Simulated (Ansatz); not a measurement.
The reference is ZnS in the zinc blende structure (space group F-43m, No. 216; a = 5.3569 Å).

All numbers come from Kohn–Sham DFT with the PBEsol functional, run in Ansatz (a program for electronic structure) with PAW and 420 eV plane waves, no spin-orbit coupling, earlier PAW set.

Base values:

The hole mass comes out as 0.18, 0.66, 0.66 mₑ (at Γ), the band gap is 2.08 eV and the gap character is direct at Γ. The electron mass is 0.17 mₑ (at Γ).

One thing is altered: cell and atoms relaxed at a pressure of 30 GPa.

Task: Predict the new hole mass, band gap, gap character and electron mass.

Result: The hole mass (degenerate bands, along [100]) becomes 0.23, 0.49, 0.49 mₑ (at Γ) (base: 0.18, 0.66, 0.66 mₑ (at Γ)); the band gap increases by 0.46 eV to 2.54 eV; the gap character goes from direct at Γ to indirect, Γ → X; the electron mass goes from 0.17 mₑ (at Γ) to 1.2 mₑ along k, 0.30 mₑ across (at X).

Load acts through the strain it causes; cell and atoms are relaxed under it. Masses are band curvatures over ±0.01 Å⁻¹ around the edge. Along k means along the line from Γ to the band edge. Whether these cells are dynamically stable was not tested. Measured, ZnS leaves this structure (for rock salt) near 14.7 GPa (temperature not stated; as listed in Datta, Sujoy, Jana, Debnarayan, arXiv (2020)), on rising pressure, with hysteresis.
